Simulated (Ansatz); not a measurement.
Start from CsPbBr3 in the cubic perovskite structure (space group Pm-3m, No. 221).

```
CsPbBr3
1.0
    6.00278     0.00000     0.00000
    0.00000     6.00278     0.00000
    0.00000     0.00000     6.00278
Cs Pb Br
1 1 3
Direct
  0.00000   0.00000   0.00000
  0.50000   0.50000   0.50000
  0.50000   0.00000   0.50000
  0.00000   0.50000   0.50000
  0.50000   0.50000   0.00000
```

Computed with Ansatz (a first-principles code), PBE, PAW, cutoff 420 eV, no SOC.

For the base:

The pressure is 0.0 kbar and the hole mass is 0.18 mₑ (at R).

Perturbation: every lattice vector is stretched by 3.00 %, atoms relaxed at fixed cell.

Task: What does the calculation give for the mean gap deformation potential ΔEg/Δln V, pressure, energy relative to the base and hole mass after the change?

Result: The mean gap deformation potential ΔEg/Δln V comes out as +2.9 eV; the pressure goes from zero to -13.3 kbar; the energy rises by 18 meV/atom; the hole mass goes from 0.18 mₑ (at R) to 0.23 mₑ (at R).

With Pb present, leaving out spin-orbit coupling can change the band edges. The cells carry an imposed strain or load. Effective masses come from finite differences of ±0.01 Å⁻¹. No phonon test of stability was made. Many cubic perovskites are stable only at high temperature; tilts and polar distortions were not tested. This is not the structure that CsPbBr3 has at room temperature and ambient pressure.
